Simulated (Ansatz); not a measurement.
## NiO: response to strain

The reference is NiO in the rock salt structure (space group Fm-3m, No. 225; a = 4.1906 Å; ferromagnetic). Axes: x, y, z lie along the cube axes.

Strains are applied to the cell and any free atomic positions relax; under biaxial strain the out-of-plane vector relaxes too; under stress the whole cell relaxes.

The values are results of r2SCAN, PAW, 500 eV (Ansatz, a program for electronic structure; no spin-orbit coupling), earlier PAW set, not measurements.

Candidates:
(a) biaxial strain −1.60 %, plane normal [001], relaxed out of plane
(b) uniaxial stress, 3 GPa compression along x
(c) uniaxial stress, 5 GPa tension along z
(d) biaxial strain −0.37 %, plane normal [110], relaxed out of plane
(e) biaxial strain −3.58 %, plane normal [110], relaxed out of plane

For the base:

```
Property   Result
--------  -------
Band gap  0.85 eV
```

**Question.** Order them by band gap, lowest first.

**Answer.** (e) biaxial strain −3.58 %, plane normal [110], relaxed out of plane (0.51 eV), (a) biaxial strain −1.60 %, plane normal [001], relaxed out of plane (0.60 eV), (c) uniaxial stress, 5 GPa tension along z (0.75 eV), (b) uniaxial stress, 3 GPa compression along x (0.78 eV), (d) biaxial strain −0.37 %, plane normal [110], relaxed out of plane (0.82 eV)

Stability under load was not tested beyond the relaxation. No Hubbard U is applied and the magnetic state is the run's own (NiO ferromagnetic); small cells can't hold the antiferromagnetic order that many such compounds have, so gaps and moments can be off. A gap here joins edges of opposite spin (a spin-flip gap). In its common phase, real NiO is an antiferromagnetic insulator at low temperature.
